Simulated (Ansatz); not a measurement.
```xyz
2
Lattice="0.0000 2.8967 2.8967 2.8371 0.0596 2.8371 2.8371 2.8371 0.0596" Properties=species:S:1:pos:R:3 pbc="T T T"
As     4.2738     4.3451     4.3451
Al    -0.0181     0.0000     0.0000
```

A single point on AlAs with a change (tensor shear ε_yz = +2.10 %), its geometry relaxed with PBEsol.

Computed with PBEsol (Ansatz, an electronic-structure program; PAW; 420 eV plane waves; spin-orbit coupling included), earlier PAW set. Settings: 10×10×10 k-points, 0.05 eV Fermi–Dirac smearing.

### Question
What is the computed smallest direct gap?

### Answer
1.62 eV.

### Question
What valence-band top at Γ (three highest Kramers pairs, from the VBM) does the calculation give?

### Answer
0.00, -0.21, -0.49 eV.

### Question
What gap character does the calculation give?

### Answer
Indirect, Γ → X.

Single points use the geometry relaxed with PBEsol. The cells carry an imposed strain or load. Whether these cells are dynamically stable was not tested. The cell was made from AlAs in the zinc blende structure (space group F-43m, No. 216) by this change: tensor shear ε_yz = +2.10 %.
